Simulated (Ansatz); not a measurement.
Given:

```
CELL_PARAMETERS angstrom
     -1.64114     1.64114     1.64114
      1.64114    -1.64114     1.64114
      1.64114     1.64114    -1.64114
ATOMIC_POSITIONS crystal
  Ta 0.00000 0.00000 0.00000
```

Level of theory: PBEsol with spin-orbit coupling, DFPT electron-phonon coupling, linearised Boltzmann equation (plane waves, PAW; Ansatz, a first-principles code). Condition of this run: spin-orbit coupling switched on. Geometry: relaxed with this functional, without spin-orbit coupling.

Predict λ, the logarithmic mean phonon energy and the superconducting Tc for μ* = 0.10 referred to 13.9 meV.

λ = 0.94, ħω_log = 12.5 meV, Tc 9.6 K from the anisotropic Eliashberg equations. μ* is a chosen number, and Tc is 10.8 K at 0.08 and 6.4 K at 0.16.

A metal at this level (no band gap). The phonons are harmonic. For metals of groups 4 to 10, Tc at these values of μ* can lie well above the measured one. The self-energy correction of the phonons between q points moved λ by about 2 %. Halving the electron mesh (28x28x28) moves the coupling by up to 1 %, Tc by up to 2 %. Smearing 0.20 eV; phonons on a 6x6x6 q mesh, which this run doesn't test.
